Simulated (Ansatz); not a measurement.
## HfTiO4: pressure series

Consider HfTiO$_{4}$ (space group P2_12_12, No. 18; a = 4.6993 Å, b = 5.0658 Å, c = 5.6194 Å; a cell from a computed database, its experimental status unchecked).

Cell and atoms are relaxed at each pressure.

Level of theory: PBEsol/PAW in Ansatz (a program for electronic structure), no spin-orbit coupling.

| P (GPa) | V (Å³/atom) |
|---|---|
| -2.00 | 11.255 |
| -1.00 | 11.201 |
| 0.30 | 11.132 |
| 0.70 | 11.111 |
| 1.50 | 11.070 |
| 3.01 | 10.994 |
| 5.01 | 10.895 |
| 7.50 | 10.777 |
| 10.00 | 10.660 |

Fit a third-order Birch–Murnaghan equation of state.

Least squares on P(V) = (3B₀/2)[(V₀/V)^(7/3) − (V₀/V)^(5/3)]·[1 + (3/4)(B₀′ − 4)((V₀/V)^(2/3) − 1)] gives V₀ = 11.15 Å³/atom, B₀ = 212 GPa and B₀′ = 2.4.

Between the base and pressure 10 GPa the gap moves from 2.73 eV to 2.91 eV, a mean slope of 18 meV/GPa.

Spin-orbit coupling, missing from the scalar runs, can matter with Hf. Load acts through the strain it causes; cell and atoms are relaxed under it. No phonon test of stability was made. No other phases were tried under pressure. The final runs are not spin-polarised.
